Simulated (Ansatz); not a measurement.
System: fluorite PtAl2. Method: LDA in Ansatz (plane waves, PAW).

Run with plane-wave cutoff 520 eV, 12×12×12 k mesh, Fermi–Dirac smearing 0.1 eV, perturbation theory, force constants from a 4×4×4 q mesh, scalar-relativistic PAW data made under PBE.

Task: Predict the zero-point energy.

Result: 
- zero-point energy = 0.040 eV/atom

Spin–orbit coupling is not included.

Ansatz is a first-principles code.
